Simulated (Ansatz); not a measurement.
**BBi (model structure, within 0.1 Å of P6₃/mmc, No. 194, 8 atoms in the cell)**

The numbers are results of PBE (Ansatz, a quantum-chemistry and plane-wave program, PAW), not measurements.

Numerical settings: plane-wave cutoff 500 eV, 6×10×6 k mesh (along the axes of the cell as run), Fermi–Dirac smearing 0.05 eV, scalar-relativistic PAW data made under PBE.

Cell (relaxed at this level):

```
BiB
1.0
    6.13778     0.00000     0.00000
    0.00000     3.76283     0.00000
    0.00000     0.00000     6.52849
B Bi
4 4
Direct
  0.50002   0.25000   0.75000
  0.00002   0.25000   0.75000
  0.49998   0.75000   0.25000
  0.99998   0.75000   0.25000
  0.74999   0.25000   0.08348
  0.24999   0.25000   0.41652
  0.25001   0.75000   0.91652
  0.75001   0.75000   0.58348
```

For BBi (model structure, within 0.1 Å of P6₃/mmc, No. 194, 8 atoms in the cell), the band gap is zero (no gap).

Spin–orbit coupling is not included; it can shift volumes and moduli of such heavy elements.

Static lattice: no zero-point or thermal effects.

Computing time: around 100 core-seconds (rough).

A model structure was made by putting elements into a prototype or built by hand; it is no filed structure, need not be a known phase, and can be a saddle point held by its symmetry.
